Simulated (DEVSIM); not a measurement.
System: Ni/SiO2/p-Si capacitor, at 300 K.

```
layer (left to right)  material  thickness (nm)  Na (cm⁻³)
---------------------  --------  --------------  ---------
1                          SiO2            1.30          -
2                            Si            1700       6e15
```

Metal gate on the left, work function 5.1 eV. Fixed charge at the semiconductor interface -3.7e11 cm⁻² (in units of +e); no interface traps.

Constants are typed, rounded textbook-type inputs, not results; the design itself was drawn at random and stands for no fabricated device. Values at 300 K.

| parameter | SiO2 | Si |
|---|---|---|
| gap (eV) | 9 | 1.124 |
| affinity (eV) | 0.9 | 4.05 |
| permittivity | 3.9 | 11.7 |
| Nc (cm⁻³) | - | 2.86e19 |
| Nv (cm⁻³) | - | 3.1e19 |

Model (solved in DEVSIM): 1D Poisson equation in equilibrium, Boltzmann statistics, complete ionisation; no quantum confinement or tunnelling. Metal contacts follow the ideal Schottky-Mott rule: no Fermi-level pinning, no interface dipoles.

Q: Tabulate band edges, carrier densities and field at 0.7 V on the gate.

A: Energies count from the Fermi level of the right contact; mesh points crowd at the junctions.

```csv
x (μm),Ec (eV),Ev (eV),n (cm⁻³),p (cm⁻³),field (V/cm)
0.000,3.500,-5.500,< 1e2,< 1e2,260000
0.0005899,3.515,-5.484,< 1e2,< 1e2,260000
0.001087,3.529,-5.471,< 1e2,< 1e2,260000
0.001942,0.386,-0.738,9.4e12,1.2e7,30000
0.004344,0.393,-0.731,7.1e12,1.6e7,30000
0.008139,0.404,-0.720,4.6e12,2.5e7,30000
0.01536,0.425,-0.699,2.0e12,5.7e7,29000
0.03562,0.482,-0.642,2.3e11,5.1e8,27000
0.06766,0.564,-0.560,9.5e9,1.2e10,24000
0.1243,0.686,-0.438,8.6e7,1.4e12,19000
0.2364,0.839,-0.285,230000,5.1e14,8600
0.5509,0.903,-0.221,20000,5.9e15,48
1.008,0.903,-0.221,19000,6.0e15,≈ 0
1.337,0.903,-0.221,19000,6.0e15,≈ 0
1.546,0.903,-0.221,19000,6.0e15,≈ 0
1.620,0.903,-0.221,19000,6.0e15,≈ 0
1.659,0.903,-0.221,19000,6.0e15,≈ 0
1.680,0.903,-0.221,19000,6.0e15,≈ 0
1.693,0.903,-0.221,19000,6.0e15,≈ 0
1.697,0.903,-0.221,19000,6.0e15,≈ 0
1.700,0.903,-0.221,19000,6.0e15,≈ 0
1.701,0.903,-0.221,19000,6.0e15,≈ 0
```
